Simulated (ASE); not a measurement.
AlAs (zinc blende), cell Al32As32, with the crystal as the starting point [in the run: it stayed crystalline; mean temperature 308 K (target 300 K)]; MD at a mean temperature of 308 K and a mean pressure of -0.1 GPa, 3.0 ps sampled (in preparation the cell's shape was held).

**Question.** What is the computed As-Al-As angle; coordination of Al (bonds up to Al-As 3.46 Å); first peak of g(As-As) (the machine-learned potential CHGNet 0.3.0 (ASE))?

**Answer.** 
- As-Al-As angle: mean 109°, spread 6°, most frequent near 110°
- coordination of Al (bonds up to Al-As 3.46 Å): 4.00 (4-fold 100 %)
- first peak of g(As-As): 4.05 Å, height 7.0
